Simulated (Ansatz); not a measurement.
The starting structures come from a database of crystals and need not be the phases stable at ambient conditions.

 Where the default PAW files enter, the runs use the earlier of Ansatz's two default sets.

Consider the following.

```
SnZnP2
1.0
    5.64750     0.00000     0.00000
    2.82375     6.32722     0.00000
    0.00000     2.52040     5.05389
Zn Sn P
2 2 4
Direct
  0.75000   0.50000   0.25000
  0.00000   0.00000   0.00000
  0.25000   0.50000   0.75000
  0.50000   0.00000   0.50000
  0.87500   0.75000   0.35362
  0.10362   0.25000   0.12500
  0.37500   0.75000   0.89638
  0.64638   0.25000   0.62500
```

Space group of this cell: I-42d, chalcopyrite. The cell is taken as given.

The current runs along the normal of the first two printed vectors, the (101) plane. All runs by Ansatz (a first-principles code), plane waves and PAW, without spin-orbit coupling; the base is r2SCAN.

```
run                                                      mean pressure (GPa)  gap (eV)  mid-gap κ (1/Å)
-------------------------------------------------------  -------------------  --------  ---------------
base                                                                     0.1      1.26            0.083
all lengths scaled by 0.98                                               5.4       ___              ___
all lengths scaled by 1.02                                              -3.8      0.92            0.064
lda in place of r2scan                                                  -2.7       ___              ___
lengths across the current scaled by 0.98, ions clamped                  3.5      1.41            0.096
lengths across the current scaled by 1.02, ions clamped                 -2.6      0.97            0.068
lengths along the current scaled by 0.97, ions clamped                   2.7      1.32            0.091
lengths along the current scaled by 1.03, ions clamped                  -1.9       ___              ___
pbesol in place of r2scan                                               -0.8      0.76            0.054
```

### Question
Some entries are withheld; supply them.

### Answer

- all lengths scaled by 0.98, gap (eV): 1.51
- all lengths scaled by 0.98, mid-gap κ (1/Å): 0.102
- lda in place of r2scan, gap (eV): 0.65
- lda in place of r2scan, mid-gap κ (1/Å): 0.047
- lengths along the current scaled by 1.03, ions clamped, gap (eV): 1.03
- lengths along the current scaled by 1.03, ions clamped, mid-gap κ (1/Å): 0.075
